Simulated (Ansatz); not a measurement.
# KTaO3: stress against strain

KTaO3 (cubic perovskite, Pm-3m, 12.345 Å³/atom at rest, cube axes along x, y and z) under a strain ε along a cube axis (axis z), the other axes held. LDA in Ansatz, a plane-wave DFT program (PAW, default set), 420 eV, 8×8×8 Γ-centred mesh, Fermi-Dirac smearing 0.05 eV; ions are relaxed within the symmetry of each cell. Stress is positive for a compressed cell.

Here s stands for strain and y for stress zz.

| strain (%) | stress zz (GPa) |
|---|---|
| -1.20 | 6.26 |
| -0.60 | 3.03 |
| 0.00 | -0.01 |
| 0.60 | -2.86 |
| 1.20 | -5.53 |
| 3.00 | ? |

**Question.** Using a straight line, estimate the missing y at s = 3.00 from the other rows, showing the fit.

**Answer.** Means: s 0, y 0.178. About the means, the sum of products is -17.682 and the sum of squares of s is 3.6000; the slope is their ratio. Least squares gives y = 0.178 - 4.9117·s. Residuals (row less fit): 0.188, -0.095, -0.188, -0.091, 0.186; standard error 0.202 (degrees of freedom: 3). The slope gives the elastic constant C11 = 491 ± 11 GPa. At the withheld row, y = 0.178 - 4.9117 × 3.0 = -14.557 GPa. The calculation gives -12.56 GPa, 1.997 GPa above the prediction (10.6 % of the range of y in the table). The row lies outside the fitted rows, so this is an extrapolation. From the scatter of the fitted rows alone, a prediction at this place has a standard error of 0.389 GPa, so the miss is 5.1 times that.

One order more, fitted to all 11 runs of the series, follows each within 0.06, so the miss is the next term of a smooth law. The primitive cell can neither tilt nor turn polar against its symmetry, as such crystals can under strain. Rows are the converged runs of the series near zero and its far end; series whose fitted rows scatter by over a few per cent of the range, as at a crossing or softening among them, aren't shown in this form. Most that stay on the fit to the last digits aren't either.
